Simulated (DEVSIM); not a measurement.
Device: illuminated Si p-on-n cell, one wavelength, at 300 K.

```
layer (left to right)  material  thickness (μm)  Nd (cm⁻³)  Na (cm⁻³)  τn (s)  τp (s)  absorption coefficient (cm⁻¹)
---------------------  --------  --------------  ---------  ---------  ------  ------  -----------------------------
1                            Si           0.310          -     8.7e18  7.4e-7  2.8e-5                           6500
2                            Si            36.0     2.1e15          -  3.9e-5  3.9e-5                           6500
```

Left contact: ohmic, minority electron recombination velocity 2e5 cm/s. Right contact: ohmic, minority hole recombination velocity 200 cm/s. Voltage is applied to the left contact. Recombination: SRH at mid-gap, radiative, Auger. Light enters at the left, 3.1e17 photons cm⁻² s⁻¹, one pass, no reflection. Mobility is constant in doping.

The device is made up for the run: typed textbook-type constants, with dimensions and the other settings drawn at random. Values at 300 K.

| parameter | Si |
|---|---|
| gap (eV) | 1.124 |
| affinity (eV) | 4.05 |
| permittivity | 11.7 |
| Nc (cm⁻³) | 2.86e19 |
| Nv (cm⁻³) | 3.1e19 |
| μn (cm²/Vs) | 1417 |
| μp (cm²/Vs) | 470 |
| B (cm³/s) | 4.7e-15 |
| Cn (cm⁶/s) | 2.8e-31 |
| Cp (cm⁶/s) | 9.9e-32 |

Model (solved in DEVSIM): 1D drift-diffusion, Boltzmann statistics, complete ionisation; no tunnelling, impact ionisation, image-force lowering or self-heating.

The recombination velocity at the left contact was swept, all else fixed.

```tsv
recombination velocity at the left contact (cm/s)	short-circuit current (mA/cm²)	largest power (mW/cm²)	open-circuit voltage (V)	dark forward voltage at 1 A/cm² (V)
10	49.6	25.3	0.618	0.704
100	49.6	25.3	0.618	0.704
1000	49.6	25.3	0.618	0.704
10000	49.5	25.3	0.618	0.704
1e5	49.2	25.0	0.615	0.701
2e5	48.9	24.8	0.613	0.698
1e6	47.4	23.6	0.605	0.689
1e7	45.4	22.3	0.596	0.680
```

From the first row to the last the short-circuit current goes from 49.6 to 45.4. From the first row to the last the largest power goes from 25.3 to 22.3.
